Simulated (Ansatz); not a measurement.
The parent structure is SnC in the rock salt structure (space group Fm-3m, No. 225; a = 4.8015 Å; a hypothetical phase, not in the database extracts checked; relaxed with 0.1 eV smearing). Axes: x, y, z lie along the cube axes.

Level of theory: Kohn–Sham DFT with the PBE functional, run in Ansatz (an electronic-structure program) with PAW and 420 eV plane waves, no spin-orbit coupling.

A first run, uniaxial strain ε_xx = +1.10 %, gives secant values C11 ≈ 220 GPa and C12 ≈ 77 GPa from its stress. A second run applies biaxial strain −1.33 %, plane normal [001], relaxed out of plane.

Question: What does linear elasticity predict for −ε⊥/ε∥ in the second run, and what does the run give?

Answer: Linear elasticity: 2 C12/C11 = 0.70. The run gives 0.71; any difference comes from nonlinear terms at these strains and numerical noise.

No phonon test of stability was made. The final runs are not spin-polarised.
